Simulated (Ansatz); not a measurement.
# A constructed model of the (110) surface of bcc Ta, a layer of V in place of the third plane (bottom of the slab: a bare face, its two planes held)

Computed with PBE (plane waves to 420 eV, PAW; Ansatz, a quantum-chemistry and plane-wave program).

Set-up: 6 atoms, 11.5 Å thick at the start; mesh 14x14x1; 0.1 eV smearing; dipole correction on; 2 atoms held, the rest relaxed; symmetry of the start imposed; spin-polarised, no spin-orbit, no U. The starting moment vanished. In PBE it lies 0.03 eV a 1x1 cell over the lowest computed structure of the same composition (a layer of V in place of the second plane).

| Item | Result |
|---|---|
| work function of the top face | 4.79 eV |
| energy released by relaxation | 0.13 eV |
| magnetic moment of the cell | 0.00 μB |
| cost | very roughly 3 core-minutes |
